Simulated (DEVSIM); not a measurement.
# abrupt Si n-p junction

System: abrupt Si n-p junction, at 300 K.

```tsv
layer (left to right)	material	thickness (μm)	Nd (cm⁻³)	Na (cm⁻³)	τn (s)	τp (s)
1	Si	24.0	3.6e17	-	3.4e-7	3.4e-7
2	Si	35.0	-	3.2e15	3.4e-7	3.4e-7
```

Left contact: ohmic. Right contact: ohmic. Voltage is applied to the left contact. Recombination: SRH at mid-gap, Auger. Mobility is μmin + (μ − μmin)/(1 + (N/Nref)^α).

Constants are typed, rounded textbook-type inputs, not results; the design itself was drawn at random and stands for no fabricated device. Values at 300 K.

| parameter | Si |
|---|---|
| gap (eV) | 1.124 |
| affinity (eV) | 4.05 |
| permittivity | 11.7 |
| Nc (cm⁻³) | 2.86e19 |
| Nv (cm⁻³) | 3.1e19 |
| μn (cm²/Vs) | 1417 |
| μp (cm²/Vs) | 470 |
| μn,min | 52 |
| μp,min | 45 |
| Nref,n | 9.7e16 |
| Nref,p | 2.2e17 |
| αn | 0.68 |
| αp | 0.72 |
| Cn (cm⁶/s) | 2.8e-31 |
| Cp (cm⁶/s) | 9.9e-32 |

DEVSIM, 1D drift-diffusion, Boltzmann statistics, complete ionisation; no tunnelling, impact ionisation, image-force lowering or self-heating.

- Potential step across the device at zero bias = 0.774 V
- Largest field in the device at zero bias = 39000 V/cm
- Dark forward voltage at 1 A/cm² = 0.608 V
- Dark forward voltage at 100 A/cm² = 0.818 V

Dark forward current:

(V (V), J (A/cm²)): (-0.05, -2.4e-8); (-0.10, -8.6e-8); (-0.15, -2.7e-7); (-0.20, -8.8e-7); (-0.25, -3.2e-6); (-0.30, -1.4e-5); (-0.35, -7.4e-5); (-0.40, -0.00044); (-0.45, -0.0029); (-0.50, -0.019); (-0.55, -0.13); (-0.60, -0.77); (-0.65, -3.6); (-0.70, -12); (-0.75, -34); (-0.80, -78); (-0.85, -160); (-0.90, -270); (-0.95, -420); (-1.00, -590); (-1.05, -800); (-1.10, -1000); (-1.15, -1300); (-1.20, -1500); (-1.25, -1800); (-1.30, -2100)

Dark reverse current:

```csv
V (V),J (A/cm²)
0.10,1.9e-8
0.25,3.6e-8
0.50,6.1e-8
0.75,8.1e-8
1.00,1.0e-7
1.50,1.3e-7
2.00,1.6e-7
2.50,1.9e-7
3.25,2.2e-7
4.00,2.5e-7
5.00,2.9e-7
```
